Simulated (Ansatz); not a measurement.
The starting structures come from a database of crystals and need not be the phases stable at ambient conditions.

```yaml
crystal:
  lattice:
    - [5.15394, 0.00000, 0.00000]
    - [2.57659, 4.89439, 0.00000]
    - [-0.00282, -2.71496, 8.50456]
  atoms:
    - { symbol: Li, position: [0.55870, 0.88110, 0.14700] }
    - { symbol: Li, position: [0.05850, 0.88070, 0.64680] }
    - { symbol: Li, position: [0.80900, 0.38320, 0.39780] }
    - { symbol: Li, position: [0.31060, 0.38180, 0.89720] }
    - { symbol: Nb, position: [0.98260, 0.03470, 0.00580] }
    - { symbol: Nb, position: [0.48230, 0.03490, 0.50580] }
    - { symbol: Nb, position: [0.23250, 0.53470, 0.25570] }
    - { symbol: Nb, position: [0.73280, 0.53450, 0.75580] }
    - { symbol: O, position: [0.25610, 0.22410, 0.36460] }
    - { symbol: O, position: [0.21300, 0.22390, 0.05760] }
    - { symbol: O, position: [0.69510, 0.22400, 0.18950] }
    - { symbol: O, position: [0.81320, 0.72400, 0.30770] }
    - { symbol: O, position: [0.33110, 0.72390, 0.43940] }
    - { symbol: O, position: [0.75660, 0.22360, 0.86450] }
    - { symbol: O, position: [0.26990, 0.72380, 0.11460] }
    - { symbol: O, position: [0.71290, 0.22370, 0.55770] }
    - { symbol: O, position: [0.19520, 0.22400, 0.68950] }
    - { symbol: O, position: [0.31340, 0.72360, 0.80770] }
    - { symbol: O, position: [0.83110, 0.72400, 0.93940] }
    - { symbol: O, position: [0.76970, 0.72340, 0.61440] }
```

Space group of this cell: P1. The cell is taken as given; by r2SCAN its mean pressure is -5.4 GPa.

The current runs along the normal of the first two printed vectors. All runs by Ansatz (a first-principles code), plane waves and PAW, without spin-orbit coupling; the base is r2SCAN.

| run | mean pressure (GPa) | gap (eV) | mid-gap κ (1/Å) |
|---|---|---|---|
| base | -5.4 | 3.84 | 0.441 |
| all lengths scaled by 0.98 | 8.4 | 4.14 | 0.450 |
| all lengths scaled by 1.02 | -15.8 | 3.56 | 0.432 |
| lengths across the current scaled by 0.98, ions clamped | 3.3 | ? | ? |
| lengths across the current scaled by 1.02, ions clamped | -12.5 | 3.65 | 0.436 |
| lengths along the current scaled by 0.97, ions clamped | 1.4 | ? | ? |
| lengths along the current scaled by 1.03, ions clamped | -11.0 | ? | ? |

Question: Complete the blanks.

Answer: 
- lengths across the current scaled by 0.98, ions clamped, gap (eV): 4.02
- lengths across the current scaled by 0.98, ions clamped, mid-gap κ (1/Å): 0.446
- lengths along the current scaled by 0.97, ions clamped, gap (eV): 3.98
- lengths along the current scaled by 0.97, ions clamped, mid-gap κ (1/Å): 0.448
- lengths along the current scaled by 1.03, ions clamped, gap (eV): 3.68
- lengths along the current scaled by 1.03, ions clamped, mid-gap κ (1/Å): 0.434
